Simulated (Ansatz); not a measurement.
## BeS: carrier doping

Take BeS in the zinc blende structure (space group F-43m, No. 216; a = 4.8760 Å) as the base.

Carriers are added at fixed cell with a uniform background; the Fermi–Dirac width is that of 300 K.

Computed with DFT with PBE, PAW potentials and a 420 eV plane-wave cutoff in Ansatz (a quantum-chemistry and plane-wave program), no spin-orbit coupling.

Notes on the quantities. Fermi level from band edge: Fermi level relative to the doped band's edge (positive inside the band; to 0.05 eV).

| electron density (10^21 cm⁻³) | Fermi level from band edge (eV) |
|---|---|
| 0.5 | 0.25 |
| 0.7 | 0.30 |
| 1.5 | ? |
| 20 | 2.00 |

### Question
Fit E_F = C n^s, fitted as a line in log–log form (a parabolic band gives s = 2/3) to the rows shown and predict the withheld row.

### Answer
Least squares on the printed values gives C = 0.37 eV, s = 0.56 (largest residual 0.00 eV); this predicts 0.46 eV, and the run gives 0.50 eV, in agreement.

Carriers are added with a uniform compensating background; total energy and stress of such cells depend on the potential's zero and are not compared; many-body gap narrowing is missing at this level. No phonon test of stability was made.
